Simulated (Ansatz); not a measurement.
Start from Ca in the fcc (Cu type) structure (space group Fm-3m, No. 225; a = 5.456 Å; relaxed with 0.1 eV smearing).

Structures relaxed with PBEsol (Ansatz, an electronic-structure program), scalar-relativistic without spin-orbit coupling.

Base:

Simulated powder pattern, Cu Kα1, λ = 1.54056 Å (kinematic, ideal powder, no thermal factors, no anomalous dispersion; the 8 strongest lines at most, above 2 %, up to 2θ = 90°):

| 2θ (°) | I/Imax (%) | hkl |
|---|---|---|
| 28.31 | 100 | (111) |
| 32.80 | 50 | (200) |
| 47.07 | 33 | (220) |
| 55.84 | 38 | (311) |
| 58.56 | 11 | (222) |
| 75.96 | 14 | (331) |
| 78.31 | 12 | (420) |
| 87.52 | 9.4 | (422) |

Perturbation: the cell is scaled by 0.9750 in all directions, atoms relaxed at fixed cell.

Question: Where do the lines fall after the change?

Answer: 
Simulated powder pattern, Cu Kα1, λ = 1.54056 Å (kinematic, ideal powder, no thermal factors, no anomalous dispersion; the 8 strongest lines at most, above 2 %, up to 2θ = 90°):

```csv
2θ (°),I/Imax (%),hkl
29.05,100,(111)
33.67,50,(200)
48.36,33,(220)
57.41,37,(311)
60.21,10,(222)
70.79,4.5,(400)
78.28,13,(331)
80.72,12,(420)
```

The indices refer to the base's conventional cell; one index is shown for lines that coincide.

The cells carry an imposed strain or load. Whether these cells are dynamically stable was not tested.
